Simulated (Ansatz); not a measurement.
The parent structure is Be$_{2}$Si (space group Fm-3m, No. 225; a = 5.284 Å; a model cell, its experimental status unchecked; relaxed with 0.1 eV smearing).

Calculations: Ansatz (a first-principles code), PBE, PAW, cutoff 420 eV, scalar-relativistic without spin-orbit coupling.

For the base:

The pressure is 0.0 GPa and the band gap comes out as zero.

Now apply this change: the cell is scaled by 1.0051 in all directions; the atoms relax in the strained cell.

Question: What happens to the energy relative to the base, pressure and band gap?

Answer: The energy grows by 0.9 meV/atom; the pressure goes from zero to -1.5 GPa; the band gap stays zero.

No phonon test of stability was made. All final runs are without spin polarisation.
